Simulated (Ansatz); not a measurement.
Density of states of GaS (P6_3/mmc) above the conduction band minimum, Ansatz (an electronic-structure program) with PBEsol+D3BJ, rigid bands; cell volume 162.8 Å³.

(energy from edge (eV), 10⁻³ states/eV/cell): (0.006, 230); (0.031, 430); (0.056, 515); (0.081, 657); (0.106, 761); (0.131, 851); (0.156, 934); (0.181, 1010); (0.206, 1090); (0.231, 1170); (0.256, 1330); (0.281, 1450); (0.319, 1630); (0.344, 1730); (0.369, 1850); (0.394, 1970); (0.419, 2110); (0.444, 2280); (0.469, 2350); (0.494, 2480); (0.519, 2620); (0.544, 2790); (0.569, 2980); (0.594, 3210)

### Question
What effective density of states at 300 K does this give (∫ g(E) exp(−E/k_BT) dE, both spins, divided by the cell's size)?

### Answer
5.8e19 cm⁻³, a density-of-states mass of 1.74 mₑ, valleys and band degeneracy included.

Spin-orbit coupling is left out. Geometry: cell and atoms relaxed with PBEsol+D3(BJ).

Formula and space group known from diffraction (Crystallography Open Database), not checked to be the room-temperature form: GaS (P6_3/mmc). PBEsol with a dispersion correction tends to overbind, so the cell can be several per cent short, in bad cases over ten, which usually narrows a gap: GaS (P6_3/mmc).
